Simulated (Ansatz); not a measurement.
Consider CuAu (space group P4/mmm, No. 123; a = 2.853 Å, c = 3.570 Å; relaxed with 0.1 eV smearing). Axes: x, y, z lie along a, b, c of the conventional cell.

All numbers come from r2SCAN (Ansatz, a program for electronic structure; PAW; 500 eV plane waves; no spin-orbit coupling).

The change: uniaxial strain ε_zz = −1.17 %, all other strain components held at zero; the atoms relax in the strained cell.

**Question.** What happens to the stress and energy relative to the base?

**Answer.** The stress (xx, yy, zz, yz, xz, xy; compression positive) is (1.8, 1.8, 2.0, 0.0, 0.0, 0.0) GPa; the energy grows by 1.0 meV/atom.

Stability against distortions was not tested. All final runs are without spin polarisation.
